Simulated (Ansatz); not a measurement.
Ansatz (a first-principles code) run on a (001) slab of LuAu2 (cut from a parent of space group no. 139; 6 atoms in the cell): self-consistent single point.

Method: LDA (PW92), default PAW files made with PBE (plane waves; Ansatz).

```
CELL_PARAMETERS angstrom
      3.66316     0.00000     0.00000
      0.00000     3.66316     0.00000
      0.00000     0.00000    21.40292
ATOMIC_POSITIONS crystal
  Lu 0.00000 0.00000 0.60445
  Au 0.50000 0.50000 0.67294
  Au 0.00000 0.00000 0.32706
  Lu 0.50000 0.50000 0.39555
  Au 0.00000 0.00000 0.46404
  Au 0.50000 0.50000 0.53596
```

Reference input (self-consistent single point, DFT, LDA (PW92), plane waves, default PAW files made with PBE): basis.ecutwfc = 420 eV; kpoints.mp_grid.grid = 8 8 1; hamiltonian.xc = lda; hamiltonian.pseudopotentials = {kind: paw} (the program's default PAW files); scf.occupations.method = gaussian; scf.occupations.width = 0.1 eV. This run's input differs from it in these lines:

Ansatz 0.2 input:
```diff
@@ -15,3 +15,3 @@
 kpoints:
-  mp_grid: { grid: [8, 8, 1] }
+  mp_grid: { grid: [9, 9, 1] }
 hamiltonian:
```

The program printed (abridged):

```
SCF iter   1: F=—  HF=-80448.085737 eV  |F-HF|=—  |Δ(HF+E_count)|=         —  Δρ=4.15e-3  dr2=7.93e-2  ethr=1.77e-3  ⟨swp⟩=6.7  Hψ=5073  notcnv=0  defer=3
all-band conjugate gradients solve this SCF's bands
preconditioner: auto → LDOS
SCF iter   2: F=—  HF=-80448.080467 eV  |F-HF|=—  |Δ(HF+E_count)|=   5.27e-3  Δρ=3.00e-3  dr2=2.96e-2  ethr=6.30e-5  ⟨swp⟩=2.5  Hψ=2513  notcnv=0  defer=92
   [... lines left out ...]
SCF iter   5: F=—  HF=-80448.071735 eV  |F-HF|=—  |Δ(HF+E_count)|=   1.80e-4  Δρ=9.48e-5  dr2=2.47e-5  ethr=5.05e-7  ⟨swp⟩=2.2  Hψ=2022  notcnv=0  defer=28
SCF iter   6: F=—  HF=-80448.071333 eV  |F-HF|=—  |Δ(HF+E_count)|=   4.02e-4  Δρ=3.33e-5  dr2=3.79e-6  ethr=1.96e-8  ⟨swp⟩=2.0  Hψ=1986  notcnv=0  defer=28
SCF iter   7: F=—  HF=-80448.071334 eV  |F-HF|=—  |Δ(HF+E_count)|=   6.83e-7  Δρ=7.43e-6  dr2=2.37e-7  ethr=3.01e-9  ⟨swp⟩=2.0  Hψ=1817  notcnv=0  defer=28
SCF iter   8: F=-80448.071334 eV  HF=-80448.071334 eV  |F-HF|=2.91e-8  |Δ(HF+E_count)|=   7.79e-8  Δρ=2.86e-6  dr2=4.74e-8  ethr=7.94e-11  ⟨swp⟩=13.8  Hψ=7520  notcnv=0
SCF 1 converged in 8 iterations: F = -80448.071334 eV  dr2 = 4.74e-8
Free energy (F): -80448.071334 eV
Internal energy: -80448.055540 eV  (E = F + TS)
E sigma→0 (E₀):  -80448.063437 eV
Entropy (-TS):   -0.015793 eV (-2.632 meV/atom)
Fermi energy:    4.787050 eV
--- Forces (eV/Å), atoms counted from 1 ---
  atom   1  Lu     0.00000000     0.00000000     0.24597996
  atom   2  Au     0.00000000     0.00000000    -0.58142294
  atom   3  Au     0.00000000     0.00000000     0.58142294
  atom   4  Lu     0.00000000     0.00000000    -0.24597996
  atom   5  Au     0.00000000     0.00000000     0.33026435
  atom   6  Au     0.00000000     0.00000000    -0.33026435
--- Stress (GPa, compression-positive) ---
       -4.201422       0.000000       0.000000
        0.000000      -4.201422       0.000000
        0.000000       0.000000      -2.071499
  P = ⅓ Tr σ = -3.4914 GPa (-34.914 kbar)
  The stress holds the Pulay correction. Without it, at fixed plane waves, as pw.x and ABINIT print it: P = -3.5083 GPa
```

The run converged in 8 iterations. Against the reference run the free energy drops by 4.5 meV/atom and the largest force goes from 0.624 to 0.581 eV/Å.

The starting cell comes from a database of computed structures (which also holds hypothetical and non-ambient phases and stackings), without a prior relaxation at this level. The slab is cut from that crystal, and its faces are unrelaxed. Its lattice was rescaled by up to half a per cent. Spin-orbit coupling is off.
